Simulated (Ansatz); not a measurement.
Candidates (primitive cells; geometry: relaxed with this functional, without spin-orbit coupling):
A. CuSn (P6_3/mmc), a = b = 4.120 Å, c = 4.974 Å, α = β = 90.00°, γ = 120.00°
B. NiS (P6_3/mmc), a = 3.4051 Å, b = 3.4051 Å, c = 5.0756 Å, α = 90.00°, β = 90.00°, γ = 120.00°
C. CoTe (P6_3/mmc), a = b = 3.8511 Å, c = 5.2009 Å, α = β = 90.00°, γ = 120.00°
D. PtSn (P6_3/mmc), a = b = 4.1276 Å, c = 5.4346 Å, α = β = 90.00°, γ = 120.00°

### Question
Put the candidates in order of resistivity at 300 K, lowest first, for PBEsol, DFPT electron-phonon coupling, linearised Boltzmann equation (Ansatz, a program for electronic structure).

### Answer
A (5.7 μΩ·cm), D (8.9 μΩ·cm), C (18.0 μΩ·cm), B (42 μΩ·cm)

Metals; harmonic phonons alone scatter; means over directions. Halving the electron mesh moves these values by up to 9 %; q meshes are mostly untested. Some of the runs warned that the eigensolver left states short of its tolerance. Spin-orbit coupling is left out.

Formula and space group known from diffraction (Crystallography Open Database), not checked to be the room-temperature form: CoTe (P6_3/mmc), CuSn (P6_3/mmc), NiS (P6_3/mmc), PtSn (P6_3/mmc). Treated as nonmagnetic (a ferromagnetic start lost its moment, other orders weren't tried): CoTe (P6_3/mmc), NiS (P6_3/mmc). The missing spin-orbit coupling matters most for PtSn (P6_3/mmc).
